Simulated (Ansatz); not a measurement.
# GaAs: pressure series

The reference is GaAs in the zinc blende structure (space group F-43m, No. 216).

```
GaAs
1.0
    0.00000     2.83278     2.83278
    2.83278     0.00000     2.83278
    2.83278     2.83278     0.00000
As Ga
1 1
Direct
  0.75000   0.75000   0.75000
  0.00000   0.00000   0.00000
```

Cell and atoms are relaxed at each pressure.

Calculations: plane-wave PAW DFT at the r2SCAN level (Ansatz, a program for electronic structure, 500 eV), no SOC, earlier PAW set.

Notes on the quantities. hole mass: degenerate bands, along [100].

```csv
change,band gap,lattice parameter a,hole mass,width of the top valence band,electron mass
base,0.97 eV,5.666 Å,"0.051, 0.34, 0.34 mₑ (at Γ)",3.40 eV,0.051 mₑ (at Γ)
pressure −2 GPa,0.73 eV,5.721 Å,"0.040, 0.35, 0.35 mₑ (at Γ)",3.26 eV,0.040 mₑ (at Γ)
pressure −1 GPa,0.86 eV,5.692 Å,"0.046, 0.35, 0.35 mₑ (at Γ)",3.33 eV,0.046 mₑ (at Γ)
pressure 0.9 GPa,1.07 eV,5.643 Å,"0.055, 0.34, 0.34 mₑ (at Γ)",3.46 eV,0.056 mₑ (at Γ)
pressure 2.1 GPa,1.19 eV,5.614 Å,"0.060, 0.33, 0.33 mₑ (at Γ)",3.53 eV,0.061 mₑ (at Γ)
pressure 4.5 GPa,1.42 eV,5.563 Å,"0.070, 0.32, 0.32 mₑ (at Γ)",3.67 eV,0.071 mₑ (at Γ)
pressure 9 GPa,1.56 eV,5.482 Å,"0.084, 0.30, 0.30 mₑ (at Γ)",3.90 eV,"1.3 mₑ along k, 0.21 mₑ across (off the special points)"
pressure 15 GPa,1.46 eV,5.393 Å,"0.099, 0.29, 0.29 mₑ (at Γ)",4.18 eV,"1.3 mₑ along k, 0.21 mₑ across (off the special points)"
pressure 22.5 GPa,1.34 eV,5.303 Å,"0.11, 0.27, 0.27 mₑ (at Γ)",4.48 eV,–
pressure 30 GPa,1.23 eV,5.228 Å,"0.12, 0.25, 0.25 mₑ (at Γ)",4.75 eV,–
```

Load acts through the strain it causes; cell and atoms are relaxed under it. Masses are band curvatures over ±0.01 Å⁻¹ around the edge. Along k means along the line from Γ to the band edge. Whether these cells are dynamically stable was not tested. Measured, GaAs leaves this structure (for a Cmcm phase) near 15 GPa (room temperature; as listed in arXiv:1906.07825).
